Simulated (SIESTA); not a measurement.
## A self-consistent single point of MoTe₂ (P6_3/mmc, 6 atoms in the cell) with SIESTA

Method: GGA PBE, numerical atomic orbitals DZP, PseudoDojo PBE standard norm-conserving potentials (rewritten from UPF to PSML) in SIESTA.

The input file:

```
# files in the folder: Te.psml Mo.psml (PseudoDojo PBE standard)
SystemName  MoTe2
SystemLabel mote2

NumberOfAtoms                6
NumberOfSpecies              2
%block ChemicalSpeciesLabel
  1 52 Te
  2 42 Mo
%endblock ChemicalSpeciesLabel
LatticeConstant              1.0 Ang
%block LatticeVectors
     1.758240000   -3.045361000    0.000000000
     1.758240000    3.045361000    0.000000000
     0.000000000    0.000000000   13.946040000
%endblock LatticeVectors
AtomicCoordinatesFormat      Ang
%block AtomicCoordinatesAndAtomicSpecies
     1.758240000    1.015120354   12.258569160  1
     1.758240000   -1.015120354    5.285549160  1
     1.758240000   -1.015120354    1.687470840  1
     1.758240000    1.015120354    8.660490840  1
     1.758240000    1.015120354    3.486510000  2
     1.758240000   -1.015120354   10.459530000  2
%endblock AtomicCoordinatesAndAtomicSpecies

XC.functional                GGA
XC.authors                   PBE
PAO.BasisSize                DZP
PAO.EnergyShift              0.01 Ry
MeshCutoff                   300 Ry
%block kgrid.MonkhorstPack
    6   0   0  0.0
    0   6   0  0.0
    0   0   2  0.0
%endblock kgrid.MonkhorstPack
OccupationFunction           FD
ElectronicTemperature        0.05 eV

MaxSCFIterations             150
SCF.Mixer.Method             Broyden
SCF.Mixer.Weight             0.2
SCF.Mixer.History            8
SCF.DM.Tolerance             1.0E-05
Diag.ParallelOverK           true
WriteForces                  true
```

Output, abridged:

```
reinit: Reading from file input.fdf

reinit: System Name: MoTe2
reinit: System Label: mote2

coor:   Atomic-coordinates input format  =     Cartesian coordinates
coor:                                          (in Angstroms)

siesta: Atomic coordinates (Bohr) and species
siesta:      3.32259   1.91830  23.16534  1        1
siesta:      3.32259  -1.91830   9.98824  1        2
siesta:      3.32259  -1.91830   3.18886  1        3
siesta:      3.32259   1.91830  16.36596  1        4
siesta:      3.32259   1.91830   6.58855  2        5
siesta:      3.32259  -1.91830  19.76565  2        6

siesta: System type = bulk

initatomlists: Number of atoms, orbitals, and projectors:      6   110   168

siesta: ******************** Simulation parameters ****************************
redata: Spin configuration                          = none
redata: Time-Reversal Symmetry                      = T
redata: Number of Atomic Species                    =        2
redata: Mesh Cutoff                                 =   300.0000 Ry
redata: Net charge of the system                    =     0.0000 |e|
redata: Min. number of SCF Iter                     =        0
redata: Max. number of SCF Iter                     =      150
redata: SCF convergence failure will abort job
redata: SCF mix quantity                            = Hamiltonian
redata: Mix DM or H after convergence               =   F
redata: Recompute H after scf cycle                 =   F
redata: Mix DM in first SCF step                    =   T
redata: No kicks to SCF
redata: DM Mixing Weight for Kicks                  =     0.5000
redata: Require Harris convergence for SCF          =   F
redata: Harris energy tolerance for SCF             =     0.000100 eV
redata: Require DM convergence for SCF              =   T
redata: DM tolerance for SCF                        =     0.000010
redata: Require EDM convergence for SCF             =   F
redata: EDM tolerance for SCF                       =     0.001000 eV
redata: Require H convergence for SCF               =   T
redata: Hamiltonian tolerance for SCF               =     0.001000 eV
redata: Require (free) Energy convergence for SCF   =   F
redata: (free) Energy tolerance for SCF             =     0.000100 eV
redata: Using DFT-D3 dispersion                     =   F
redata: Using Saved Data (generic)                  =   F
redata: Method of Calculation                       = Diagonalization
redata: Electronic Temperature                      =   580.2259 K
redata: Number of TDED substeps                     =        3
redata: Dynamics option                             = Single-point calculation
redata: Save all siesta data in one NC              =   F
redata: ***********************************************************************

%block SCF.Mixers
  Broyden
%endblock SCF.Mixers

%block SCF.Mixer.Broyden
  # Mixing method
  method broyden

  # Mixing options
  weight 0.2000
  weight.linear 0.2000
  weight.prime 0.2000
  history 8
%endblock SCF.Mixer.Broyden

DM_history_depth set to one: no extrapolation allowed by default for geometry relaxation
Size of DM history Fstack: 1
Total number of electrons:    92.000000
Total ionic charge:    92.000000

* ProcessorY, Blocksize:    1  64

* Orbital distribution balance (max,min):   110   110

k-point displ. along   1 input, could be:     0.00    0.50
k-point displ. along   2 input, could be:     0.00    0.50
k-point displ. along   3 input, could be:     0.00    0.50
 Kpoints in:           48 . Kpoints trimmed:           46

siesta: k-grid: Number of k-points = 46
siesta: k-points from Monkhorst-Pack grid
siesta: k-cutoff (effective) =    10.549 Ang
siesta: k-point supercell and displacements
siesta: k-grid:     6     0     0      0.000
siesta: k-grid:     0     6     0      0.000
siesta: k-grid:     0     0     2      0.000

diag: Algorithm                                     = D&C
diag: Parallel over k                               =   F
diag: Use parallel 2D distribution                  =   F
diag: Parallel block-size                           = 64
diag: Parallel distribution                         =     1 x     1
diag: Used triangular part                          = Lower
diag: Absolute tolerance                            =  0.100E-15
diag: Orthogonalization factor                      =  0.100E-05
diag: Memory factor                                 =  1.0000

superc: Internal auxiliary supercell:     5 x     5 x     3  =      75
superc: Number of atoms, orbitals, and projectors:    450   8250  12600

                        Single-point calculation

superc: Internal auxiliary supercell:     5 x     5 x     3  =      75
superc: Number of atoms, orbitals, and projectors:    450   8250  12600

outcell: Unit cell vectors (Ang):
        1.758240   -3.045361    0.000000
        1.758240    3.045361    0.000000
        0.000000    0.000000   13.946040

outcell: Cell vector modules (Ang)   :    3.516480    3.516480   13.946040
outcell: Cell angles (23,13,12) (deg):     90.0000     90.0000    120.0000
outcell: Cell volume (Ang**3)        :    149.3475
new_DM -- step:     1
Initializing Density Matrix...

Attempting to read DM from file... Failed...
DM filled with atomic data:

InitMesh: MESH = 32 x 32 x 150 = 153600
InitMesh: Mesh cutoff (required, used) =   300.000   305.158 Ry

stepf: Fermi-Dirac step function

        iscf     Eharris(eV)        E_KS(eV)     FreeEng(eV)     dDmax    Ef(eV) dHmax(eV)
   scf:    1   -15156.579367   -15203.914120   -15203.914357  0.661387 -1.841058 19.775194
   scf:    2   -15200.140450   -15220.471586   -15220.474221  0.409484 -3.299135  5.868243
   scf:    3   -15225.002504   -15224.907689   -15224.907713  0.160622 -2.941209  2.213878
   scf:    4   -15224.769935   -15225.161893   -15225.161915  0.130729 -3.311298  1.775936
   scf:    5   -15225.389947   -15225.286544   -15225.286564  0.011617 -3.278050  1.152794
   scf:    6   -15225.425228   -15225.400224   -15225.400244  0.025548 -3.235994  0.025876
   [... 5 lines left out ...]
   scf:   12   -15225.400418   -15225.400418   -15225.400438  0.000034 -3.235187  0.000416
   scf:   13   -15225.400418   -15225.400418   -15225.400438  0.000024 -3.235199  0.000288
   scf:   14   -15225.400418   -15225.400418   -15225.400438  0.000018 -3.235209  0.000203
   scf:   15   -15225.400418   -15225.400418   -15225.400438  0.000012 -3.235218  0.000153
   scf:   16   -15225.400418   -15225.400418   -15225.400438  0.000009 -3.235226  0.000117

SCF Convergence by DM+H criterion
max |DM_out - DM_in|         :     0.0000090203
max |H_out - H_in|      (eV) :     0.0001174033
SCF cycle converged after 16 iterations

Using DM_out to compute the final energy and forces

siesta: E_KS(eV) =           -15225.4004

siesta: E_KS - E_eggbox =    -15225.4004

siesta: Atomic forces (eV/Ang):
     1    0.000000   -0.000148    0.680400
     2    0.000000    0.000148    0.680400
     3    0.000000    0.000148   -0.680400
     4    0.000000   -0.000148   -0.680400
     5   -0.000000   -0.000311   -0.000000
     6    0.000000    0.000311    0.000000
   Tot    0.000000   -0.000000   -0.000000
   Max    0.680400
   Res    0.320744    sqrt( Sum f_i^2 / 3N )
   Max    0.680400    constrained

Stress tensor Voigt[x,y,z,yz,xz,xy] (kbar):      -37.82      -39.17      -55.62        0.00        0.00       -0.00
(Free)E + p*V (eV/cell)   -15221.2801
Target enthalpy (eV/cell)   -15225.4004

siesta: Program's energy decomposition (eV):
siesta: Ebs     =     -2640.147130
siesta: Eions   =     19217.752946
siesta: Ena     =      2447.444728
siesta: Ekin    =      7398.821412
siesta: Enl     =     -2730.927768
siesta: Eso     =         0.000000
siesta: Edftu   =         0.000000
siesta: DEna    =       109.645644
siesta: DUscf   =         3.102431
siesta: DUext   =         0.000000
siesta: Ex      =     -3040.022140
siesta: Ec      =      -195.711779
siesta: Exc     =     -3235.733919
siesta: Eharris =    -15225.400418
siesta: Etot    =    -15225.400418
siesta: FreeEng =    -15225.400438

siesta: Atomic forces (eV/Ang):
siesta:      1    0.000000   -0.000148    0.680400
siesta:      2    0.000000    0.000148    0.680400
siesta:      3    0.000000    0.000148   -0.680400
siesta:      4    0.000000   -0.000148   -0.680400
siesta:      5   -0.000000   -0.000311   -0.000000
siesta:      6    0.000000    0.000311    0.000000
siesta: ----------------------------------------
siesta:    Tot    0.000000   -0.000000   -0.000000

siesta: Stress tensor (static) (eV/Ang**3):
siesta:    -0.023607    0.000000    0.000000
siesta:    -0.000000   -0.024446   -0.000000
siesta:     0.000000    0.000000   -0.034715

siesta: Cell volume =        149.347460 Ang**3

siesta: Pressure (static):
siesta:                Solid            Molecule  Units
siesta:           0.00030048          0.00018149  Ry/Bohr**3
siesta:           0.02758920          0.01666382  eV/Ang**3
siesta:          44.20276669         26.69838073  kBar
```

The run converged in 16 iterations.

The starting cell has typed, rounded lattice constants, without a prior relaxation at this level. Its lattice was rescaled by a random factor within 2.5 % of one. Values carry the incompleteness of an atom-centred basis. With a pressure of about 4 GPa the cell is away from its equilibrium volume at this level.

Cost on one core of a shared machine: roughly 30 s.
